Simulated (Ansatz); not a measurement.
# Hypothetical CdI2 type SiO2, point defects

The reference is a 12-atom supercell of SiO₂ in the CdI2 type structure (space group P-3m1, No. 164; a = 2.6703 Å, c = 4.5423 Å; a hypothetical phase, not in the database extracts checked; layered, stacked along the Cartesian z axis) at its relaxed geometry.

One neutral defect a cell, atoms relaxed at fixed cell.

All numbers come from Ansatz (a first-principles code), r2SCAN+rVV10, PAW, cutoff 500 eV, no spin-orbit coupling.

| variant | pressure | largest displacement of a host atom from its site in the perfect cell |
|---|---|---|
| perfect supercell | 0.0 GPa | – |
| H interstitial (started 1.83 Å from the nearest host atom), symmetric start | 5.9 GPa | 0.02 Å |
| Li interstitial (started 2.06 Å from the nearest host atom) | … | … |
| O interstitial (started 1.83 Å from the nearest host atom), symmetric start | 17.7 GPa | 0.28 Å |
| Bi on a Si site, symmetric start | 41.6 GPa | 0.26 Å |

Q: Complete the table.

A: 
- Li interstitial (started 2.06 Å from the nearest host atom), pressure: 17.6 GPa
- Li interstitial (started 2.06 Å from the nearest host atom), largest displacement of a host atom from its site in the perfect cell: 0.09 Å

Other magnetic orders, which the real material may have, were not ruled out. In so small a cell the defect repeats every few ångströms: this is an ordered compound, not a dilute defect. A case with no gap was solved on a k-mesh chosen for an insulator, which is coarse for it. Defects with a symmetric start kept the site's symmetry and may sit on a saddle; the others started slightly shaken. Seeded moments were not kept for Li interstitial (started 2.06 Å from the nearest host atom) and Bi on a Si site.
